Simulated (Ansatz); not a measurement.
The parent structure is RbBr in the rock salt structure (space group Fm-3m, No. 225; a = 7.018 Å).

Method: PBE (Ansatz, a program for electronic structure, PAW, no spin-orbit coupling).

For the base:

The valley order is Γ 4.19 eV; X along ⟨100⟩ 5.67 eV and the electron mass is 0.39 mₑ (at Γ).

One thing is altered: every lattice vector is shortened by 2.50 %; the atoms relax in the strained cell.

Q: Estimate the effect on the mean gap deformation potential ΔEg/Δln V, energy relative to the base, valley order and electron mass.

A: The mean gap deformation potential ΔEg/Δln V is -2.5 eV; the energy grows by 10 meV/atom; the valley order (the lowest conduction-band minima on the path, energy above the VBM, named in the base's zone) changes from Γ 4.19 eV; X along ⟨100⟩ 5.67 eV to Γ 4.38 eV; X along ⟨100⟩ 5.61 eV; the electron mass goes from 0.39 mₑ (at Γ) to 0.37 mₑ (at Γ).

Masses are band curvatures over ±0.01 Å⁻¹ around the edge. Stability against distortions was not tested.
